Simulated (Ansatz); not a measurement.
```
CELL_PARAMETERS angstrom
      2.89406     0.00000     0.00000
     -1.44703     2.50633     0.00000
      0.00000     0.00000    45.20000
ATOMIC_POSITIONS crystal
  N  0.66667 0.33333 0.20123
  Si 0.00000 0.00000 0.21253
  N  0.00000 0.00000 0.25103
  Mo 0.33333 0.66667 0.27853
  N  0.00000 0.00000 0.30602
  Si 0.00000 0.00000 0.34449
  N  0.66667 0.33333 0.35574
  N  0.33333 0.66667 0.42279
  Si 0.00000 0.00000 0.43404
  N  0.00000 0.00000 0.47251
  Mo 0.66667 0.33333 0.50000
  N  0.00000 0.00000 0.52749
  Si 0.00000 0.00000 0.56596
  N  0.33333 0.66667 0.57721
  N  0.66667 0.33333 0.64426
  Si 0.00000 0.00000 0.65551
  N  0.00000 0.00000 0.69398
  Mo 0.33333 0.66667 0.72147
  N  0.00000 0.00000 0.74897
  Si 0.00000 0.00000 0.78747
  N  0.66667 0.33333 0.79877
```

Computed with PBE+D3(BJ) (plane waves to 420 eV, PAW; Ansatz, an electronic-structure program). No spin–orbit coupling; the runs are not spin-polarised; PBE gaps are too small against experiment. Its k-point mesh 12×12×1, Fermi–Dirac width 0.01 eV. A dipole correction is on.

Question: Name the layers and their stacking, and give its gap.

Answer: 3 layers of MoSi2N4, started at antiparallel, no shift (facing atoms over hollows or bridges).
step of the vacuum level across the stack (top less bottom): 0.00 eV
PBE gap over the mesh and listed points off it: 1.70 eV, indirect (lowest direct gap 2.10 eV)
valence and conduction edges under the vacuum level of the lower face: 5.31 and 3.61 eV
